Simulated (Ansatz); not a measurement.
A self-consistent single point of NiAl (P4mm, 2 atoms in the cell) with Ansatz (a quantum-chemistry and plane-wave program).

Method of the run: LDA (PW92), default PAW files made with PBE (plane waves; Ansatz).

```
NiAl
1.0
    2.88133     0.00000     0.00000
    0.00000     2.88133     0.00000
    0.00000     0.00000     2.88133
Al Ni
1 1
Direct
  0.50000   0.50000   0.51735
  0.00000   0.00000   0.00000
```

Reference input (self-consistent single point, DFT, LDA (PW92), plane waves, default PAW files made with PBE): basis.ecutwfc = 420 eV; kpoints.mp_grid.grid = 11 11 11; hamiltonian.xc = lda; hamiltonian.pseudopotentials = {kind: paw} (the program's default PAW files); scf.occupations.method = fermi_dirac; scf.occupations.width = 0.1 eV. This run's input differs from it in these lines:

Ansatz 0.2 input:
```diff
@@ -9,3 +9,3 @@
 basis:
-  ecutwfc: 420.0
+  ecutwfc: 1010.0
 kpoints:
```

Output, abridged:

```
SCF iter   1: F=—  HF=-6287.643709 eV  |F-HF|=—  |Δ(HF+E_count)|=         —  Δρ=1.46e-2  dr2=2.10e-2  ethr=1.77e-3  ⟨swp⟩=5.0  Hψ=8724  notcnv=0
all-band conjugate gradients solve this SCF's bands
preconditioner: auto → none
SCF iter   2: F=—  HF=-6287.640398 eV  |F-HF|=—  |Δ(HF+E_count)|=   3.31e-3  Δρ=3.98e-3  dr2=1.35e-3  ethr=9.99e-5  ⟨swp⟩=3.0  Hψ=4097  notcnv=0  defer=6
SCF iter   3: F=—  HF=-6287.640223 eV  |F-HF|=—  |Δ(HF+E_count)|=   1.74e-4  Δρ=1.04e-3  dr2=1.15e-4  ethr=6.42e-6  ⟨swp⟩=1.0  Hψ=1884  notcnv=0  defer=6
SCF iter   4: F=—  HF=-6287.640198 eV  |F-HF|=—  |Δ(HF+E_count)|=   2.53e-5  Δρ=1.27e-4  dr2=2.68e-6  ethr=5.48e-7  ⟨swp⟩=1.0  Hψ=1884  notcnv=0  defer=6
SCF iter   5: F=—  HF=-6287.640218 eV  |F-HF|=—  |Δ(HF+E_count)|=   1.98e-5  Δρ=8.30e-6  dr2=6.94e-9  ethr=1.27e-8  ⟨swp⟩=2.3  Hψ=3192  notcnv=0  defer=6
SCF iter   6: F=-6287.640218 eV  HF=-6287.640218 eV  |F-HF|=2.96e-10  |Δ(HF+E_count)|=  2.41e-10  Δρ=1.33e-6  dr2=4.55e-10  ethr=3.31e-11  ⟨swp⟩=2.1  Hψ=5871  notcnv=0
SCF 1 converged in 6 iterations: F = -6287.640218 eV  dr2 = 4.55e-10
Free energy (F): -6287.640218 eV
Internal energy: -6287.609777 eV  (E = F + TS)
E sigma→0 (E₀):  -6287.624997 eV
Entropy (-TS):   -0.030440 eV (-15.220 meV/atom)
Fermi energy:    13.643306 eV
--- Forces (eV/Å), atoms counted from 1 ---
  atom   1  Al     0.00000000     0.00000000    -0.25968453
  atom   2  Ni    -0.00000000     0.00000000     0.25968975
--- Stress (GPa, compression-positive) ---
       -8.176275       0.000000       0.000000
        0.000000      -8.176275       0.000000
        0.000000       0.000000      -8.279106
  P = ⅓ Tr σ = -8.2106 GPa (-82.106 kbar)
  The stress holds the Pulay correction. Without it, at fixed plane waves, as pw.x and ABINIT print it: P = -8.2113 GPa
```

The run converged in 6 iterations. Against the reference run the free energy falls by 2.1 meV/atom, the pressure hardly changes (-8.19 to -8.21 GPa) and the largest force stays at 0.260 eV/Å.

The starting cell has typed, rounded lattice constants, without a prior relaxation at this level. Its lattice was rescaled by up to half a per cent. One atom was moved a little off its site on purpose. Spin polarisation is off. Ansatz's pressure includes its estimate of the finite-basis (Pulay) stress.
